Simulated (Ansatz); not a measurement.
The structure below was relaxed with plane-wave PAW DFT at the PBE level (Ansatz, a program for electronic structure, 420 eV), spin-orbit coupling left out, at pressure 2.1 GPa.

```
BN
1.0
    2.54973     0.00000     0.00000
   -1.27486     2.20813     0.00000
    0.00000     0.00000     4.21682
B N
2 2
Direct
  0.66667   0.33333   0.99989
  0.33333   0.66667   0.49989
  0.66667   0.33333   0.62531
  0.33333   0.66667   0.12531
```

Q: Find the space group and the Wyckoff positions.

A: Space group P6₃mc (No. 186); a = 2.550 Å, b = 2.550 Å, c = 4.217 Å, α = 90.00°, β = 90.00°, γ = 120.00°

| atom | site | symmetry | x | y | z |
|---|---|---|---|---|---|
| B | 2b | 3m. | 0.3333 | 0.6667 | 0.4999 |
| N | 2b | 3m. | 0.3333 | 0.6667 | 0.1253 |

Load acts through the strain it causes; cell and atoms are relaxed under it. Whether these cells are dynamically stable was not tested. The cell was made from BN in the wurtzite structure (space group P6_3mc, No. 186) by this change: pressure 2.1 GPa.
